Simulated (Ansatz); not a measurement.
The reference is InP in the zinc blende structure (space group F-43m, No. 216).

```yaml
crystal:
  lattice:
    - [0.00000, 2.95348, 2.95348]
    - [2.95348, 0.00000, 2.95348]
    - [2.95348, 2.95348, 0.00000]
  atoms:
    - { symbol: In, position: [0.00000, 0.00000, 0.00000] }
    - { symbol: P, position: [0.25000, 0.25000, 0.25000] }
```

Cartesian axes are those of the cell as printed.

Computed with r2SCAN, PAW, 500 eV (Ansatz, an electronic-structure program; scalar-relativistic without spin-orbit coupling).

Strains are applied to the cell and any free atomic positions relax.

One change was made to it. Results:

The valence-band top at Γ (three highest levels, from the VBM) changes from 0.00, 0.00, 0.00 eV to 0.00, 0.00, -0.02 eV; the valley order (the lowest conduction-band minima on the path, energy above the VBM, named in the base's zone) goes from Γ 1.03 eV; L along ⟨111⟩ 1.80 eV; X along ⟨100⟩ 2.04 eV to Γ 0.99 eV; L along [111] 1.78 eV; X along [010] 2.03 eV; X along [001] 2.06 eV; the shortest interatomic distance goes up by 0.004 Å, from 2.558 Å to 2.562 Å.

Task: Name the change that was made.
(A) uniaxial strain ε_zz = +1.50 %
(B) uniaxial strain ε_zz = +0.50 %
(C) uniaxial strain ε_zz = +2.50 %

Result: B, uniaxial strain ε_zz = +0.50 %. For comparison, the valley order in the other runs: uniaxial strain ε_zz = +2.50 % gives Γ 0.84 eV; L along [111] 1.68 eV; X along [010] 2.00 eV; X along [001] 2.13 eV; uniaxial strain ε_zz = +1.50 % gives Γ 0.92 eV; L along [111] 1.73 eV; X along [010] 2.02 eV; X along [001] 2.10 eV.

The levels and masses belong to the bands next to the band gap. Whether these cells are dynamically stable was not tested.
